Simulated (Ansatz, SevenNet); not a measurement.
For L1₀ (CuAu-type) FePt, the machine-learned potential SevenNet-0 (trained on PBE and PBE+U data) gives:

| Quantity | Value |
|---|---|
| lattice parameter a | 2.726 Å |
| lattice parameter c | 3.783 Å |

Problem. What does r²SCAN0 (plane waves, PAW; Ansatz, a program for electronic structure) give for the same quantities?

Solution. 
- lattice constant a: 2.750 Å (rises by 0.9 %)
- lattice parameter c: 3.723 Å (decreases by 1.6 %)

For comparison: lattice constant a 2.727 Å (measured, room temperature, not corrected to a static lattice, P4/mmm two-atom cell, a_fct/√2; as tabulated in Sawada et al. (2023), arXiv:2212.12065); lattice parameter c 3.726 Å (measured, room temperature, not corrected to a static lattice, 0.1 GPa; as tabulated in Sawada et al. (2023), arXiv:2212.12065).

Changes are worked out from the printed values.

Unless a cell is named, each level is at its own relaxed cell (SevenNet-0 14.05, r²SCAN0 14.08 Å³/atom).

Levels without +SOC leave out spin–orbit coupling, which shifts energies and cells of such heavy elements.

Spin-polarised runs: r²SCAN0 (parallel moments).

Ansatz's density-functional and Hartree–Fock values are scalar-relativistic unless marked +SOC, with PAW data made under PBE.
